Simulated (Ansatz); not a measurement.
Cells marked so need not be the phases stable at ambient conditions, and some may be hypothetical.

 Where the default PAW files enter, the runs use the earlier of Ansatz's two default sets.

The gap is the functional's own, uncorrected, and κ follows it; spin-orbit coupling is left out. Mid-gap values are interpolated between the computed energies.

A. Rb₂MgF₄ (I4/mmm, not sure to be the ambient phase, 7 atoms a cell, 16.1 Å³ an atom), along the normal of (001)
B. Ba₂ZnWO₆ (Fm-3m, not sure to be the ambient phase, 10 atoms a cell, 14.1 Å³ an atom, -8 GPa at this level), along the normal of (001)
C. N$_{2}$ (P4_2/mnm, not sure to be the ambient phase, 4 atoms a cell, 22.3 Å³ an atom), along the normal of (100)
D. MgF2 (P4_2/mnm, rutile, 6 atoms a cell, 10.8 Å³ an atom), along the normal of (111)
E. SrTe (Fm-3m, rock salt, not sure to be the ambient phase, 2 atoms a cell, 37.8 Å³ an atom), along the normal of (110)

Question: Rank these by mid-gap decay constant of the slowest evanescent state (lowest first), as r2SCAN (Ansatz, a quantum-chemistry and plane-wave program) gives it.

Answer: E (0.18 1/Å), B (0.37 1/Å), A (0.52 1/Å), D (0.57 1/Å), C (0.83 1/Å)
